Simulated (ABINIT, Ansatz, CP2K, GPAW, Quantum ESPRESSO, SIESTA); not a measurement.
**Code comparison for PtAl₂ (Fm-3m, 3 atoms in the cell)**

Self-consistent single point.

```
CELL_PARAMETERS angstrom
      0.00000     2.94407     2.94407
      2.94407     0.00000     2.94407
      2.94407     2.94407     0.00000
ATOMIC_POSITIONS crystal
  Al 0.25000 0.25000 0.25000
  Al 0.75000 0.75000 0.75000
  Pt 0.00000 0.00000 0.00000
```

Shared settings, as Ansatz (an electronic-structure program) writes them: kpoints.mp_grid.grid = 8 8 8; scf.occupations.method = fermi_dirac; scf.occupations.width = 0.136 eV. Potentials and cutoffs stand in the table.

```json
[
 {"code": "Ansatz", "model": "PBEsol, default PAW files made with PBE", "pressure (GPa)": "0.63", "cutoff": "default"},
 {"code": "CP2K", "model": "PBEsol, GPW, DZVP-MOLOPT-SR-GTH basis, GTH-PBE potentials (GTH_POTENTIALS)", "pressure (GPa)": "2.15", "cutoff": "grid 500 Ry"},
 {"code": "Quantum ESPRESSO", "model": "PBEsol, PSlibrary ultrasoft (PBE) pseudopotentials", "pressure (GPa)": "1.51", "cutoff": "45 Ry"},
 {"code": "ABINIT", "model": "PBEsol, PAW (JTH v2.0 PBE PAW, files made for PBE)", "pressure (GPa)": "0.87", "cutoff": "571 eV"},
 {"code": "SIESTA", "model": "GGA PBEsol, numerical atomic orbitals DZP, PseudoDojo PBEsol standard norm-conserving potentials (rewritten from UPF to PSML)", "pressure (GPa)": "1.55", "cutoff": "grid 300 Ry"},
 {"code": "GPAW", "model": "PBEsol, GPAW PAW datasets PBEsol (made by gpaw-setup)", "pressure (GPa)": "1.13", "cutoff": "550 eV"}
]
```

On Ansatz's run: spin-orbit coupling is off. Spin polarisation is off.

The spread over the programs that give each value: pressure within 1.52 GPa.

CP2K and SIESTA use small atom-centred bases, whose incompleteness enters pressures, forces and empty levels differently from a plane-wave cutoff. Ansatz's pressure is given at a fixed set of plane waves, as the other plane-wave codes print theirs; with its correction for the finite basis it is 0.68 GPa. In the pressure, CP2K (by 1.15) lies more than 1 GPa from the median of the plane-wave programs.

The starting cell has typed, rounded lattice constants, without a prior relaxation at this level. Its lattice was rescaled by a random factor within 2.5 % of one.

Left out of this page: Elk (not drawn, or without a comparable value).

Keys are those of Ansatz 0.2.
